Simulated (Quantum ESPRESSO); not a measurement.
Band structure of Mg6SiMo (Amm2, 8 atoms in the cell).

```
Mg6SiMo
1.0
    4.77937     0.00000     0.00000
    0.00000     3.06067     5.24345
    0.00000    -3.06067     5.24345
Mg Si Mo
6 1 1
Direct
  0.00000   0.34772   0.82754
  0.00000   0.82754   0.34772
  0.00000   0.33363   0.33363
  0.50000   0.16327   0.67161
  0.50000   0.67161   0.16327
  0.50000   0.16669   0.16669
  0.00000   0.81073   0.81073
  0.50000   0.67882   0.67882
```

Method: PBEsol, GBRV 1.5 ultrasoft (PBESOL) pseudopotentials (plane waves; Quantum ESPRESSO).

Settings: ecutwfc = 40 Ry; ecutrho = 320 Ry; occupations = smearing; smearing = fermi-dirac; degauss = 0.0036749 Ry; potentials = {Mg: mg_pbesol_v1.4.uspp.F.UPF, Si: si_pbesol_v1.uspp.F.UPF, Mo: mo_pbesol_v1.uspp.F.UPF}; K_POINTS = automatic 4 4 4 0 0 0; conv_thr = 1e-10 Ry.

The starting cell comes from a database of computed structures (which also holds hypothetical and non-ambient phases and stackings), without a prior relaxation at this level. Spin polarisation is off.

Levels in eV from the Fermi level, bands 36 to 43:
| point | 36 | 37 | 38 | 39 | 40 | 41 | 42 | 43 |
|---|---|---|---|---|---|---|---|---|
| Γ | -2.04 | -0.95 | -0.87 | -0.73 | 0.43 | 0.50 | 1.59 | 2.69 |
| X | -1.22 | -0.14 | -0.03 | 0.17 | 0.57 | 0.87 | 1.36 | 1.41 |
| S | -1.26 | -0.31 | -0.16 | -0.16 | 0.58 | 1.31 | 1.51 | 1.75 |
| R | -1.74 | -0.81 | -0.64 | -0.19 | -0.02 | 0.78 | 1.51 | 2.25 |
| A | -1.17 | -0.73 | -0.73 | -0.64 | -0.52 | 1.35 | 1.81 | 1.81 |
| Z | -1.33 | -1.17 | -1.14 | -0.98 | -0.36 | -0.30 | -0.29 | 1.28 |
| Y | -0.85 | -0.53 | -0.07 | 0.06 | 1.23 | 1.47 | 1.60 | 1.70 |
| X1 | -1.22 | -0.14 | -0.03 | 0.17 | 0.57 | 0.87 | 1.36 | 1.41 |
| A1 | -1.17 | -0.73 | -0.73 | -0.64 | -0.52 | 1.35 | 1.81 | 1.81 |
| T | -1.44 | -0.89 | -0.63 | -0.50 | 0.28 | 0.82 | 0.89 | 2.40 |

Bands cross the Fermi level along this path, so the cell is metallic at this level.
